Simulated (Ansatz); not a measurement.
Take PbSe in the rock salt structure (space group Fm-3m, No. 225; a = 6.178 Å) as the base. Axes: x, y, z lie along the cube axes.

Level of theory: DFT with r2SCAN, PAW potentials and a 500 eV plane-wave cutoff in Ansatz (a program for electronic structure), spin-orbit coupling left out.

Base values:

The valley order is L along ⟨111⟩ 0.66 eV; a point along ⟨110⟩, about 0.6 Å⁻¹ from Γ 1.46 eV.

Perturbation: biaxial strain −0.55 %, plane normal [111], relaxed out of plane (Cartesian); in-plane vectors clamped, the third vector and the atoms free.

Task: What happens to the out-of-plane strain and valley order?

Result: The out-of-plane strain comes out as +0.57 %; the valley order (the lowest conduction-band minima on the path, energy above the VBM, named in the base's zone) becomes L along [1-1-1] 0.58 eV; L along [111] 0.66 eV; a point along [1-10], about 0.6 Å⁻¹ from Γ 1.37 eV (base: L along ⟨111⟩ 0.66 eV; a point along ⟨110⟩, about 0.6 Å⁻¹ from Γ 1.46 eV).

Spin-orbit coupling, missing from the scalar runs, can matter with Pb. The levels and masses belong to the bands next to the band gap. Whether these cells are dynamically stable was not tested.
